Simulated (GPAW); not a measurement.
Band structure of NiSi2 (Fm-3m, 3 atoms in the cell).

```xyz
3
Lattice="0.0000 2.7364 2.7364 2.7364 0.0000 2.7364 2.7364 2.7364 0.0000" Properties=species:S:1:pos:R:3 pbc="T T T"
Si     1.3682     1.3682     1.3682
Si     4.1046     4.1046     4.1046
Ni     0.0000     0.0000     0.0000
```

Level of theory: PBE, GPAW PAW datasets PBE (gpaw-data 1.0.1) (plane waves; GPAW).

Settings: mode = pw; ecut = 800 eV; xc = PBE; kpts = 14 14 14; mesh shift (steps) = 0 0 0; occupations.name = fermi-dirac; occupations.width = 0.05 eV; nbands = -9; symmetry.symmorphic = false; symmetry.tolerance = 0.0005; maxiter = 150; bandpath_npoints = 40.

The starting cell has typed, rounded lattice constants, without a prior relaxation at this level. Its lattice was rescaled by a random factor within 2.5 % of one. Spin polarisation is off.

Levels in eV from the Fermi level, bands 9 to 16:
```tsv
point	9	10	11	12	13	14	15	16
Γ	-3.36	-0.64	1.70	1.70	1.70	2.26	2.26	2.26
X	-3.43	-3.43	-3.30	-2.97	-0.42	1.48	7.69	8.00
W	-3.57	-3.43	-3.04	-2.33	2.14	2.14	4.68	5.18
K	-3.62	-3.26	-2.80	-2.53	0.19	3.64	4.60	6.08
L	-3.17	-3.17	-1.43	-1.43	1.67	1.82	1.82	2.40
U	-3.62	-3.26	-2.80	-2.53	0.19	3.64	4.60	6.08
```

Bands cross the Fermi level along this path, so the cell is metallic at this level.
